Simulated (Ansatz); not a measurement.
# SiS2: pressure 10 GPa

The reference is SiS$_{2}$ (space group Ibam, No. 72; a = 5.803 Å, b = 9.892 Å, c = 5.546 Å; made of chains).

Now apply this change: a hydrostatic pressure of 10 GPa.

The values are results of Ansatz (an electronic-structure program) r2SCAN, no SOC, not measurements. k-mesh 8×8×8 (Γ-centred); smearing 0.05 eV (Fermi–Dirac).

* **Volume per atom**: 18.70 Å³ (base 26.53 Å³)
* **Density**: 2.73 g/cm³ (base 1.92 g/cm³)
* **Shortest interatomic distance**: 2.102 Å (base 2.134 Å)
* **Enthalpy H = E + PV relative to the base's energy**: +1.32 eV/atom
* **Band gap**: 2.51 eV (base 3.31 eV)
* **Gap character**: indirect, Σ₀–Γ (18 % along) → X (base indirect, Σ₀–Γ (22 % along) → k = (3/8, 3/8, -3/8) in the run's primitive reciprocal basis)
* **Smallest direct gap**: 2.97 eV (base 3.61 eV)
* **Width of the top valence band**: 1.23 eV (base 0.83 eV)
* **Electron mass**: 0.51 mₑ along a, 0.44 mₑ along b, 0.87 mₑ along c (at X) (base 0.82 mₑ along a, 1.2 mₑ along b, 0.76 mₑ along c (off the special points))

Load acts through the strain it causes; cell and atoms are relaxed under it. Masses are band curvatures over ±0.01 Å⁻¹ around the edge. Stability against distortions was not tested. Competing high-pressure phases were not computed. No dispersion term is included, though the crystal is made of layers, chains or molecules, so its spacings can come out too wide.
